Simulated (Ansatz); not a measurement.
Worked example: self-consistent single point of Al (Fm-3m, 1 atom in the cell) in Ansatz (a quantum-chemistry and plane-wave program).

Computed with PBEsol, default PAW files made with PBE (plane waves; Ansatz).

```yaml
crystal:
  lattice:
    - [0.00000, 2.03107, 2.03107]
    - [2.03107, 0.00000, 2.03107]
    - [2.03107, 2.03107, 0.00000]
  atoms:
    - { symbol: Al, position: [0.00000, 0.00000, 0.00000] }
```

Reference input (self-consistent single point, DFT, PBEsol, plane waves, default PAW files made with PBE): basis.ecutwfc = 420 eV; kpoints.mp_grid.grid = 14 14 14; hamiltonian.xc = pbesol; hamiltonian.pseudopotentials = {kind: paw} (the program's default PAW files); scf.occupations.method = gaussian; scf.occupations.width = 0.1 eV. This run's input differs from it in these lines:

Ansatz 0.2 input:
```diff
@@ -11,3 +11,3 @@
 kpoints:
-  mp_grid: { grid: [14, 14, 14] }
+  mp_grid: { grid: [23, 23, 23] }
 hamiltonian:
@@ -16,3 +16,3 @@
 scf:
-  occupations: { method: gaussian, width: 0.1 eV }
+  occupations: { method: gaussian, width: 0.02 eV }
 output:
```

Log, with long lists cut:

```
SCF iter   1: F=—  HF=-524.542553 eV  |F-HF|=—  |Δ(HF+E_count)|=         —  Δρ=6.31e-4  dr2=2.49e-5  ethr=1.77e-3  ⟨swp⟩=4.9  Hψ=19600  notcnv=0
all-band conjugate gradients solve this SCF's bands
preconditioner: auto → none
SCF iter   2: F=—  HF=-524.542582 eV  |F-HF|=—  |Δ(HF+E_count)|=   2.88e-5  Δρ=3.25e-4  dr2=6.89e-6  ethr=8.29e-7  ⟨swp⟩=2.1  Hψ=5782  notcnv=0  defer=43
   [... lines left out ...]
SCF iter   4: F=-524.542588 eV  HF=-524.542588 eV  |F-HF|=5.38e-9  |Δ(HF+E_count)|=   2.53e-8  Δρ=8.61e-6  dr2=1.39e-8  ethr=2.71e-9  ⟨swp⟩=1.1  Hψ=2038  notcnv=0  defer=43
iter 5 did not close the SCF: its close was put off for the readings that it lacked (scf_convergence_deferred on its scf_iter line)
SCF iter   5: F=-524.542588 eV  HF=-524.542588 eV  |F-HF|=2.05e-12  |Δ(HF+E_count)|=   4.96e-9  Δρ=3.14e-7  dr2=1.01e-11  ethr=4.64e-10  ⟨swp⟩=1.0  Hψ=1994  notcnv=0  defer=43
SCF iter   6: F=-524.542588 eV  HF=-524.542588 eV  |F-HF|=7.96e-13  |Δ(HF+E_count)|=  3.75e-12  Δρ=1.11e-7  dr2=2.38e-12  ethr=1.00e-12  ⟨swp⟩=2.1  Hψ=7821  notcnv=0
SCF 1 converged in 6 iterations: F = -524.542588 eV  dr2 = 2.38e-12
Free energy (F): -524.542588 eV
Internal energy: -524.542492 eV  (E = F + TS)
E sigma→0 (E₀):  -524.542540 eV
Entropy (-TS):   -0.000096 eV (-0.096 meV/atom)
Fermi energy:    7.697350 eV
--- Forces (eV/Å), atoms counted from 1 ---
  atom   1  Al    -0.00000000    -0.00000000     0.00000000
--- Stress (GPa, compression-positive) ---
       -2.732438      -0.000000       0.000000
        0.000000      -2.732438       0.000000
        0.000000      -0.000000      -2.732438
  P = ⅓ Tr σ = -2.7324 GPa (-27.324 kbar)
  The stress holds the Pulay correction. Without it, at fixed plane waves, as pw.x and ABINIT print it: P = -2.7936 GPa
```

The run converged in 6 iterations. Against the reference run the free energy drops by 6.1 meV/atom and the pressure goes from -2.87 to -2.73 GPa. The full log also holds: “iter 3 did not close the SCF: its close was put off for the readings that it lacked (scf_convergence_deferred on its scf_iter line)”.

The starting cell has typed, rounded lattice constants, without a prior relaxation at this level. Its lattice was rescaled by up to half a per cent. Ansatz's pressure includes its estimate of the finite-basis (Pulay) stress.
